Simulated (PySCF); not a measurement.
PySCF 2.14.0, TPSSH/def2-svp, df: Sb(Et)3 (C[CH2][Sb]([CH2]C)[CH2]C), 22 atoms. The geometry is a generated start, not checked to be a minimum at this level.

```json
{
  "task": "energy",
  "method": "tpssh",
  "basis": "def2-svp",
  "two_electron_scheme": "density fitting",
  "mol.max_memory": "3000 MB",
  "mf.max_cycle": "100",
  "mf.init_guess": "minao (default)",
  "mf.DIIS": "CDIIS (default)",
  "mf.diis_space": "8 (default)",
  "mf.conv_tol": "1e-09 (default)",
  "mf.grids.level": "3 (default)",
  "effective_core_potentials": "those of the basis set, past Kr",
  "basis_functions": "185",
  "grid_points": "253792"
}
```

```xyz
22

Sb     0.2322    -0.2456     1.5403
C      1.6565     0.9733     0.3700
C      1.1113     1.6244    -0.8833
H      2.4888     0.3109     0.1288
H      2.0321     1.7379     1.0507
H      0.3064     2.3169    -0.6440
H      0.7318     0.8832    -1.5829
H      1.8995     2.1865    -1.3865
C     -1.5916     0.1633     0.3886
C     -2.3393     1.3756     0.9103
H     -2.2148    -0.7277     0.4678
H     -1.3260     0.3064    -0.6566
H     -1.7215     2.2711     0.8455
H     -2.6268     1.2393     1.9531
H     -3.2445     1.5472     0.3275
C      0.6786    -2.1464     0.5218
C      0.5796    -2.1234    -0.9893
H     -0.0088    -2.8854     0.9335
H      1.6854    -2.4283     0.8294
H      1.2872    -1.4157    -1.4167
H     -0.4240    -1.8536    -1.3114
H      0.8078    -3.1100    -1.3965
```

One run each on 2 threads, 1 BLAS thread. Values of level_shift (Hartree) tried: 0 (default), 0.1, 0.3, 1.

### Question
Predict the course of the Fock builds along this series.

### Answer
Fewest Fock builds, within one of each other: 0 (default) with 14, 0.1 with 13. The count rises to 41 at 1. All converge to one solution.

| level_shift (Hartree) | Fock builds | end |
|---|---|---|
| 0 (default) | 14 | same solution |
| 0.1 | 13 | same solution |
| 0.3 | 18 | same solution |
| 1 | 41 | same solution |
